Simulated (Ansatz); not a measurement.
Results of PBEsol+SOC in Ansatz (PAW) for Li3TaO4 (model structure, started from the Li3PO4 type, Pmn2₁, No. 31, 16 atoms in the cell).

Run with plane-wave cutoff 520 eV, 4×6×6 k mesh (along the axes of the cell as run), Fermi–Dirac smearing 0.01 eV, PAW data made under PBE.

Cell (relaxed with PBEsol):

```
CELL_PARAMETERS angstrom
      6.52771     0.00000     0.00000
      0.00000     5.62542     0.00000
      0.00000     0.00000     4.85336
ATOMIC_POSITIONS crystal
  Li 0.00000 0.81332 0.51561
  Li 0.50000 0.18668 0.01561
  Li 0.25507 0.33958 0.51703
  Li 0.24493 0.66042 0.01703
  Li 0.74493 0.33958 0.51703
  Li 0.75507 0.66042 0.01703
  Ta 0.50000 0.83679 0.50882
  Ta 0.00000 0.16321 0.00882
  O  0.76449 0.32435 0.11514
  O  0.73551 0.67565 0.61514
  O  0.23551 0.32435 0.11514
  O  0.26449 0.67565 0.61514
  O  0.50000 0.15430 0.61449
  O  0.00000 0.84570 0.11449
  O  0.50000 0.83459 0.12563
  O  0.00000 0.16541 0.62563
```

### Question
Give the computed band gap.

### Answer

- band gap = 5.23 eV (on the SCF k mesh)

Note: the relaxation could raise the start's symmetry but not lower it, so the cell can be a saddle point; cell and atoms aren't relaxed at this level (largest force component 0.04 eV/Å).

A model structure was made by putting elements into a prototype or built by hand; it is no filed structure, need not be a known phase, and can be a saddle point held by its symmetry.

Ansatz is a quantum-chemistry and plane-wave program.
